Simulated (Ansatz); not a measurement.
The parent structure is KCl in the rock salt structure (space group Fm-3m, No. 225; a = 6.381 Å).

Structures relaxed with PBE/PAW in Ansatz (a quantum-chemistry and plane-wave program), no spin-orbit coupling.

Base:

Simulated powder pattern, Cu Kα1, λ = 1.54056 Å (kinematic, ideal powder, no thermal factors, no anomalous dispersion; the 8 strongest lines at most, above 2 %, up to 2θ = 90°):

```
2θ (°)  I/Imax (%)    hkl
------  ----------  -----
27.94          100  (200)
39.93           68  (220)
49.44           22  (222)
57.74          9.9  (400)
65.35           26  (420)
72.51           19  (422)
86.13          6.1  (440)
```

The change: every lattice vector is shortened by 2.25 %; the atoms relax in the strained cell.

### Question
Predict the new powder pattern.

### Answer

Simulated powder pattern, Cu Kα1, λ = 1.54056 Å (kinematic, ideal powder, no thermal factors, no anomalous dispersion; the 8 strongest lines at most, above 2 %, up to 2θ = 90°):

| 2θ (°) | I/Imax (%) | hkl |
|---|---|---|
| 28.60 | 100 | (200) |
| 40.89 | 67 | (220) |
| 50.65 | 22 | (222) |
| 59.20 | 9.7 | (400) |
| 67.04 | 26 | (420) |
| 74.45 | 19 | (422) |
| 88.62 | 6.2 | (440) |

The indices refer to the base's conventional cell; one index is shown for lines that coincide.

No phonon test of stability was made.
